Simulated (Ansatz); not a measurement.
Worked example: self-consistent single point of LaGe₃Ir (I4mm, 5 atoms in the cell) in Ansatz (a program for electronic structure).

Method of the run: PBEsol, default PAW files made with PBE (plane waves; Ansatz).

The change in words: lattice scaled by 0.98. Reference geometry:
```xyz
5
Lattice="-2.2303 2.2303 5.0669 2.2303 -2.2303 5.0669 2.2303 2.2303 -5.0669" Properties=species:S:1:pos:R:3 pbc="T T T"
La     0.0000     0.0000     5.9127
Ge     2.2303     0.0000     3.4722
Ge     0.0000     2.2303     3.4722
Ge     0.0000     0.0000     0.0050
Ir     0.0000     0.0000     2.4197
```

Reference input (self-consistent single point, DFT, PBEsol, plane waves, default PAW files made with PBE): basis.ecutwfc = 30.9 Ry; kpoints.mp_grid.grid = 8 8 8; hamiltonian.xc = pbesol; hamiltonian.pseudopotentials = {kind: paw} (the program's default PAW files); scf.occupations.method = gaussian; scf.occupations.width = 0.0073 Ry. This run's input differs from it in these lines:

```diff
@@ -2,5 +2,5 @@
   lattice:
-    - [-2.230286, 2.230286, 5.066920]
-    - [2.230286, -2.230286, 5.066920]
-    - [2.230286, 2.230286, -5.066920]
+    - [-2.185680, 2.185680, 4.965582]
+    - [2.185680, -2.185680, 4.965582]
+    - [2.185680, 2.185680, -4.965582]
   atoms:
```

Output (repeated stretches shortened):

```
SCF iter   1: F=—  HF=-30724.608530 eV  |F-HF|=—  |Δ(HF+E_count)|=         —  Δρ=3.72e-3  dr2=9.63e-3  ethr=1.77e-3  ⟨swp⟩=5.4  Hψ=8078  notcnv=0
all-band conjugate gradients solve this SCF's bands
preconditioner: auto → Kerker (q_TF=auto, 2.593 Å⁻¹)
SCF iter   2: F=—  HF=-30724.607479 eV  |F-HF|=—  |Δ(HF+E_count)|=   1.05e-3  Δρ=2.09e-3  dr2=3.42e-3  ethr=1.38e-5  ⟨swp⟩=2.3  Hψ=4750  notcnv=0
   [... lines left out ...]
SCF iter   5: F=—  HF=-30724.607208 eV  |F-HF|=—  |Δ(HF+E_count)|=   1.82e-7  Δρ=9.63e-5  dr2=9.08e-6  ethr=6.86e-8  ⟨swp⟩=2.4  Hψ=4434  notcnv=0
SCF iter   6: F=—  HF=-30724.607207 eV  |F-HF|=—  |Δ(HF+E_count)|=   9.50e-7  Δρ=2.28e-5  dr2=8.57e-7  ethr=1.30e-8  ⟨swp⟩=2.0  Hψ=3085  notcnv=0
SCF iter   7: F=—  HF=-30724.607207 eV  |F-HF|=—  |Δ(HF+E_count)|=   9.84e-8  Δρ=7.87e-6  dr2=1.04e-7  ethr=1.22e-9  ⟨swp⟩=2.7  Hψ=4273  notcnv=0
SCF iter   8: F=-30724.607207 eV  HF=-30724.607207 eV  |F-HF|=8.24e-9  |Δ(HF+E_count)|=   2.17e-8  Δρ=2.20e-6  dr2=6.99e-9  ethr=1.43e-10  ⟨swp⟩=8.5  Hψ=10530  notcnv=0
SCF 1 converged in 8 iterations: F = -30724.607207 eV  dr2 = 6.99e-9
Free energy (F): -30724.607207 eV
Internal energy: -30724.600443 eV  (E = F + TS)
E sigma→0 (E₀):  -30724.603825 eV
Entropy (-TS):   -0.006763 eV (-1.353 meV/atom)
Fermi energy:    14.894805 eV
--- Forces (eV/Å), atoms counted from 1 ---
  atom   1  La     0.00000000     0.00000000    -0.25809645
  atom   2  Ge     0.00000000     0.00000000     0.31493386
  atom   3  Ge    -0.00000000     0.00000000     0.31493386
  atom   4  Ge    -0.00000000     0.00000000    -0.25701514
  atom   5  Ir    -0.00000000    -0.00000000    -0.11479864
--- Stress (GPa, compression-positive) ---
        4.079268       0.000000      -0.000000
        0.000000       4.079268      -0.000000
       -0.000000       0.000000       4.179841
  P = ⅓ Tr σ = 4.1128 GPa (41.128 kbar)
  The stress holds the Pulay correction. Without it, at fixed plane waves, as pw.x and ABINIT print it: P = 4.0797 GPa
```

The run converged in 8 iterations. Against the reference run the free energy hardly moves (within 1 meV/atom), the pressure goes from -3.47 to 4.11 GPa and the largest force goes from 0.295 to 0.315 eV/Å.

The starting cell comes from a database of computed structures (which also holds hypothetical and non-ambient phases and stackings), without a prior relaxation at this level. Its lattice was rescaled by up to half a per cent. One atom was moved a little off its site on purpose. For this run, on top of that: lattice scaled by 0.98. Spin polarisation is off. With a pressure of about 4 GPa the cell is away from its equilibrium volume at this level. Ansatz's pressure includes its estimate of the finite-basis (Pulay) stress.

Keys are those of Ansatz 0.2.
